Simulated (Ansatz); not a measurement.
Cs2AgBiF6 with two functionals, uniaxial strain ε_zz = −1.82 %

The reference is Cs2AgBiF6 (space group Fm-3m, No. 225; a = 9.5412 Å; a cell from a computed database, its experimental status unchecked). Axes: x, y, z lie along the cube axes.

(Cell as relaxed with PBE.)

Levels (all Ansatz, a first-principles code, PAW): PBE (420 eV, without spin-orbit coupling); r2SCAN (500 eV, spin-orbit coupling left out).

Each level relaxes its own structure.

| base | PBE | r2SCAN |
|---|---|---|
| volume per atom | 21.71 Å³ | 20.50 Å³ |
| lattice parameter a | 18.030 bohr | 17.686 bohr |
| band gap | 2.76 eV | 3.19 eV |

Modification: uniaxial strain ε_zz = −1.82 %, all other strain components held at zero, atoms relaxed at fixed cell.

```tsv
quantity	PBE	r2SCAN
shift of the gap caused by the change	-0.09 eV	[?]
band gap	2.66 eV	[?]
shortest interatomic distance	4.293 bohr	[?]
pressure (mean of the normal stresses, compression positive)	0.67 GPa	[?]
```

Question: Predict the r2SCAN column.

Answer: 
- shift of the gap caused by the change, r2SCAN: -0.11 eV
- band gap, r2SCAN: 3.08 eV
- shortest interatomic distance, r2SCAN: 4.239 bohr
- pressure (mean of the normal stresses, compression positive), r2SCAN: 0.87 GPa

PBE's band gap lies 0.42 eV below r2SCAN's; PBE's shortest interatomic distance lies 0.054 bohr above r2SCAN's (1.3 %); PBE's pressure lies 0.194 GPa below r2SCAN's. Neither level is exact; r2SCAN is the comparison here, not a measurement.

Spin-orbit coupling, missing from the scalar runs, can matter with Bi. Stability against distortions was not tested.
